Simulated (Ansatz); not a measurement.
Troubleshooting Ansatz (an electronic-structure program): a failed run on OsC (Fm-3m, 2 atoms in the cell). The aim is a self-consistent single point with DFT, PBE, plane waves, default PAW files.

Cell that was meant: a = 3.0977 Å, b = 3.0977 Å, c = 3.0977 Å, α = 60.00°, β = 60.00°, γ = 60.00°.

Part of the input:

Ansatz 0.2 input:
```yaml
# C2Os
crystal:
  lattice:
    - [0.000000, 2.190419, 2.190419]
[...]
  atoms:
    - { symbol: C, position: [0.000000, 0.000000, 0.000000] }
    - { symbol: Os, position: [0.500000, 0.500000, 0.500000] }
    - { symbol: C, position: [0.000000, 0.000000, 0.000000] }
basis:
  ecutwfc: 420.0 eV
kpoints:
```

Output, abridged:

```
Error: atoms 0 (C) and 2 (C) coincide: fractional positions [0.0, 0.0, 0.0] and [0.0, 0.0, 0.0] are 0.00e0 Å apart, within the symmetry tolerance 1e-5 (fractional) on every axis — remove the duplicate or separate the sites (indices count the expanded atom list at the failing check: the typed cell's during the `space_group:` round-trip, otherwise the final one with `supercell:` and `defects:` applied)
```

Problem. Read the log: what does the program object to, and what is the fix?

Solution. The fault is one atom entered twice; here the program stops on it instead of giving results. To fix it, remove the duplicate atom. The program stopped before any SCF iteration.

The sound input it was made from differs as follows (other fixes are possible):
```diff
-# C2Os
+# OsC
-    - { symbol: C, position: [0.000000, 0.000000, 0.000000] }
```

With that input, the run converged in 5 iterations: free energy E − TS (on the zero of these files) -11632.7533 eV; Fermi level (on the code's own zero) 21.47 eV; pressure -6.92 GPa (DFT, PBE, plane waves, default PAW files).

On the sound input: the starting cell was generated: these elements placed on a structure prototype, without a prior relaxation; it need not be a known phase or ordering of this composition. Spin polarisation is off. With a pressure of about -7 GPa the cell is away from its equilibrium volume at this level. Ansatz's pressure includes its estimate of the finite-basis (Pulay) stress.
